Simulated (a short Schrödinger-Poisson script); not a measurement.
System: MOS inversion layer, Si3N4 on p-type Si(111), at 300 K.

From the gate side: 1.5 nm Si3N4; 250 nm Si, acceptors 2.9e18 cm⁻³.

The device is made up for the run: typed textbook-type constants, with dimensions and the other settings drawn at random. Si3N4: permittivity 7.5, conduction-band edge (eV) 1.95, gap (eV) 5.1, electron mass (mₑ) 0.5. Si: permittivity 11.7, conduction-band edge (eV) 0, gap (eV) 1.124, Nv at 300 K (cm⁻³) 3.1e19.

Channel valleys (confinement mass, in-plane density-of-states mass, number): Δ6 0.258, 0.358, 6. At the gate the conduction-band edge of layer 1 lies 2.33 eV − eVg above the Fermi level of the channel; the field vanishes at the back. Gaps are held at their typed values at every temperature. Mesh 0.03 nm at interfaces.

Solved with a short Schrödinger-Poisson script written for these runs: 1D Poisson equation in equilibrium, electrons quantum, Hartree (BenDaniel-Duke, 12 states a valley, the channel's in-plane mass for all, wave functions ending at the dielectric), parabolic valleys, classical holes, full ionisation, no traps, pinning or gate leakage.

| Vg (V) | electrons (cm⁻²) | C (μF/cm²) | Δ6 E0 (meV from the Fermi level) |
|---|---|---|---|
| 0.6 | 1.18e9 | 0.440 | 255.7 |
| 0.65 | 5.76e9 | 0.452 | 214.6 |
| 0.7 | 2.75e10 | 0.533 | 174.2 |
| 0.75 | 1.17e11 | 0.834 | 136.7 |
| 0.8 | 3.71e11 | 1.38 | 106.7 |
| 0.85 | 8.24e11 | 1.85 | 85.9 |
| 0.9 | 1.42e12 | 2.15 | 71.4 |
| 0.95 | 2.10e12 | 2.34 | 60.9 |
| 1 | 2.84e12 | 2.47 | 52.7 |
| 1.05 | 3.62e12 | 2.56 | 46.0 |
| 1.1 | 4.43e12 | 2.63 | 40.3 |
| 1.15 | 5.26e12 | 2.68 | 35.4 |
| 1.2 | 6.10e12 | 2.73 | 31.1 |
| 1.25 | 6.96e12 | 2.77 | 27.2 |
| 1.3 | 7.83e12 | 2.80 | 23.6 |

Gate voltages with under 1e9 electrons/cm² are left out.

**Question.** At Vg = 1.3 V the lowest Δ6 subband lies at 23.6 meV from the Fermi level. How many electrons does it hold, and what share of all?

**Answer.** The two-dimensional density of states is g m/(πħ²) = 8.97e11 cm⁻² meV⁻¹ (both spins), kT = 25.9 meV, so n = D kT ln(1 + exp(−E/kT)) = 7.83e12 cm⁻², 1.00 of the 7.83e12 cm⁻² in all.

**Question.** Compare the slope of the sheet density between 1.2 and 1.3 V with the geometric capacitance of the layers between gate and channel.

**Answer.** q Δn/ΔV = 2.77 μF/cm²; ε0/Σ(t/ε) = 4.43 μF/cm². The ratio is 0.63: the channel acts as a further capacitance in series.
